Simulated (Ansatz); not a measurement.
The starting structures come from a database of crystals and need not be the phases stable at ambient conditions.

By PBEsol, the system below comes out a metal.

Without scattering a metal conducts by its projected Fermi surface.

Here is the system:

```xyz
3
Lattice="3.1854 0.0000 0.0000 1.5927 7.7546 0.0000 1.5927 0.3271 2.7392" Properties=species:S:1:pos:R:3 pbc="T T T"
Mg     0.0000     0.0000     0.0000
Mg     1.5927     2.6642     0.6079
Mg     4.7781     5.4175     2.1313
```

Space group of this cell: R-3m. The cell is taken as given.

The current flows along the normal of the first two printed cell vectors, the (101) plane of the conventional cell. No spin-orbit coupling; the value is a mean over 0.1 eV about the Fermi level.

Q: Estimate the ballistic conductance per area that PBEsol run with Ansatz (a first-principles code) returns for this system.

A: 0.78 × 10¹⁵ S/m² for both spins.
